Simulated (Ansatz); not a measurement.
We consider corundum In2O3 (high-pressure phase), described by r²SCAN+rVV10 (PAW; Ansatz, a program for electronic structure).

Run with plane-wave cutoff 560 eV, 8×8×8 k mesh, Fermi–Dirac smearing 0.01 eV, scalar-relativistic PAW data made under PBE.

Cell (relaxed at this level):

In2O3 is modelled in the trigonal space group R-3c, hexagonal axes (No. 167), the corundum structure, Pearson symbol hR10. Lattice parameters: a = b = 5.498 Å, c = 14.489 Å, α = β = 90.00°, γ = 120.00°. In on 12c is coordinated by 3 O at 2.124 Å and 3 O at 2.253 Å. O on 18e sees 2 In at 2.124 Å and 2 In at 2.253 Å. (Neighbours: up to the widest gap in distance over summed covalent radii, below 1.35, at either atom; cation-cation and far metal-metal contacts left out.)
(The calculation used a cell of 10 atoms; values per cell refer to that cell.)

Question: Predict the band gap and smallest direct gap on the k points sampled.

Answer: 
- band gap = 1.81 eV
- smallest direct gap on the k points sampled = 1.85 eV

Spin–orbit coupling is not included.

Computed values are for the static lattice.

Cost on a shared machine: around 2.4 core-minutes (rough).
